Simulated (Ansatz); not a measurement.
The starting structures come from a database of crystals and need not be the phases stable at ambient conditions.

Tunnelling through a barrier is set by its complex band structure: the current falls as exp(−2κd) with the smallest κ.

```xyz
14
Lattice="5.6381 0.0000 0.0000 0.0000 10.9845 0.0000 0.0000 0.0000 2.8753" Properties=species:S:1:pos:R:3 pbc="T T T"
V      3.7110     1.7520     1.4376
V      3.7110     9.2325     1.4376
V      1.9271     3.7402     0.0000
V      1.9271     7.2442     0.0000
O      0.8554     7.2365     1.4376
O      0.8554     3.7480     1.4376
O      4.7827     9.2403     0.0000
O      4.7827     1.7442     0.0000
O      3.3811     7.4126     1.4376
O      3.3811     3.5719     1.4376
O      2.2570     9.0642     0.0000
O      2.2570     1.9203     0.0000
O      3.3457     0.0000     1.4376
O      2.2924     5.4922     0.0000
```

Space group of this cell: Pmmn. The cell was relaxed by PBE-D3(BJ); by r2SCAN its mean pressure is -2.8 GPa.

Transport runs along the normal of the first two printed cell vectors.

The gap is the functional's own. No spin-orbit coupling. Mid-gap values are interpolated on the energy grid.

Problem. Estimate the band gap and the smallest decay constant κ at mid-gap that r2SCAN run with Ansatz (a program for electronic structure) returns for this system.

Solution. Gap 1.65 eV on a 6×4×10 mesh; κ = 0.266 1/Å, at (0.500, 0.000) of the in-plane reciprocal vectors. At the zone centre, at the nearest computed energy, the slowest state has κ = 0.29 1/Å.
